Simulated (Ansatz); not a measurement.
We consider B20 (FeSi-type) MnSi, described by PBE0 in Ansatz (PAW).

Output (set-up and result lines):

```
WARN output.stress: scf.exx.energy_threshold = 1e-6 eV is looser than the 8e-8 eV advised for a stress under a hybrid functional (1e-8 eV for each atom of the …
Crystal: 8 atoms, lattice volume = 89.086 Å³
Basis set: ecut = 460 eV, 2007 PW (Γ), exchange–correlation on 64×64×64 points (8 copies of the dense FFT grid, shifted against one another)
Bands: 49, of which v1, the nominal top of the filled ones, is band 38 counted from 1 (37 counted from 0)
Symmetry: 12 space group operations
Space group: P213 (ITA 198), of the structure as read, at distance tolerance 4.5e-5 Å
k-points: 24 of 216 (time reversal used)
Initial density: superposition of atomic densities (chi_scale 0.1, normalization cell)
Functional: x = pbe(κ = 0.804, μ = 0.2195149727645171), c = pbe(β = 0.06672455060314922), warm-up for x = 0.75 pbe(κ = 0.804, μ = 0.2195149727645171) + 0.25 exact, c = pbe(β = 0.06672455060314922)
spin=Collinear: Kerker preconditioning applied to the charge; magnetization (m = ρ↑ − ρ↓) channel mixes plain (no charge-response kernel on spin).
SCF 1 converged in 16 iterations: F = -18142.208725 eV  dr2 = 3.24e-10
Crystal: 8 atoms, lattice volume = 89.086 Å³
Initial density: handed on by an earlier stage of this run
Functional: x = 0.75 pbe(κ = 0.804, μ = 0.2195149727645171) + 0.25 exact, c = pbe(β = 0.06672455060314922)
spin=Collinear: Kerker preconditioning applied to the charge; magnetization (m = ρ↑ − ρ↓) channel mixes plain (no charge-response kernel on spin).
  ...
hybrid outer 3: dexx = +1.274e-2 eV, tail = 2.27e-2 eV, magnetization grown 1.0246 times (not accepted), Δε = 1.13e-1 eV (about 9.25e-2 eV left of the loop's levels), ΔF = 2.81e-2 eV/Å (tail 2.30e-1)
Crystal: 8 atoms, lattice volume = 89.086 Å³
SCF 5 converged in 8 iterations: F = -18137.127118 eV  dr2 = 1.88e-11
hybrid outer 4: dexx = +3.636e-3 eV, tail = 6.68e-3 eV, magnetization grown 1.0101 times (not accepted), Δε = 8.92e-2 eV (about 8.37e-2 eV left of the loop's levels), ΔF = 1.35e-2 eV/Å (tail 1.25e-1)
Crystal: 8 atoms, lattice volume = 89.086 Å³
SCF 6 converged in 7 iterations: F = -18137.132732 eV  dr2 = 2.45e-11
hybrid outer 5: dexx = +1.052e-3 eV, tail = 1.77e-3 eV, magnetization grown 1.0041 times (not accepted), Δε = 1.01e-1 eV (about 1.05e-1 eV left of the loop's levels), ΔF = 6.40e-3 eV/Å (tail 6.42e-2)
Crystal: 8 atoms, lattice volume = 89.086 Å³
Crystal: 8 atoms, lattice volume = 89.086 Å³
Crystal: 8 atoms, lattice volume = 89.086 Å³
SCF 9 converged in 7 iterations: F = -18137.135041 eV  dr2 = 6.13e-11
Magnetization: 4.0000 μB (40.0000 up, 36.0000 down)
Free energy (F): -18137.135041 eV
Internal energy: -18137.133031 eV  (E = F + TS)
E sigma→0 (E₀):  -18137.134036 eV
Fermi energy:    16.944577 eV
--- Forces (eV/Å), atoms counted from 1 ---
  atom   1  Mn    -0.00772691     0.00772691    -0.00772691
  atom   2  Mn    -0.00772691    -0.00772691     0.00772691
  atom   3  Mn     0.00772691     0.00772691     0.00772691
  atom   4  Mn     0.00772691    -0.00772691    -0.00772691
  atom   5  Si     0.00150599    -0.00150599     0.00150599
  atom   6  Si     0.00150599     0.00150599    -0.00150599
  atom   7  Si    -0.00150599    -0.00150599    -0.00150599
  atom   8  Si    -0.00150599     0.00150599     0.00150599
--- Stress (GPa, compression-positive) ---
        0.039772       0.000000      -0.000000
        0.000000       0.039772       0.000000
       -0.000000       0.000000       0.039772
  P = ⅓ Tr σ = 0.0398 GPa (0.398 kbar)
```

Q: Write an input file that could have produced this run (the log leaves some choices open).

A: One answer among several that fit: 
Ansatz 0.2 input:
```yaml
crystal:
  lattice:
    - [4.466186164, 0.0, 0.0]
    - [0.0, 4.466186164, 0.0]
    - [0.0, 0.0, 4.466186164]
  atoms:
    - { symbol: Mn, position: [0.8643711708, 0.6356288292, 0.3643711708], spin: 1.2 }
    - { symbol: Mn, position: [0.3643711708, 0.8643711708, 0.6356288292], spin: 1.2 }
    - { symbol: Mn, position: [0.1356288292, 0.1356288292, 0.1356288292], spin: 1.2 }
    - { symbol: Mn, position: [0.6356288292, 0.3643711708, 0.8643711708], spin: 1.2 }
    - { symbol: Si, position: [0.152411736, 0.347588264, 0.652411736], spin: 0.0 }
    - { symbol: Si, position: [0.652411736, 0.152411736, 0.347588264], spin: 0.0 }
    - { symbol: Si, position: [0.847588264, 0.847588264, 0.847588264], spin: 0.0 }
    - { symbol: Si, position: [0.347588264, 0.652411736, 0.152411736], spin: 0.0 }
basis:
  ecutwfc: 460
  ecutrho_ratio: 4
  xc_grid: 2
kpoints:
  mp_grid: { grid: [6, 6, 6] }
hamiltonian:
  xc: pbe0
  dispersion: none
  pseudopotentials: { kind: paw }
scf:
  occupations: { method: fermi_dirac, width: 0.05 }
  convergence: { dr2_threshold: 0.0000000008 }
output:
  forces: true
  stress: true
  eigenvalues: true
magnetization:
  spin_polarized: true
```

The PAW data were made under PBE.

The run is spin-polarised with parallel starting moments, which need not be the measured order.

Note: the run warned that the count of filled bands differs between k points.

It cost about 18 core-minutes (a rough figure) of CPU time.

Ansatz is a first-principles code.
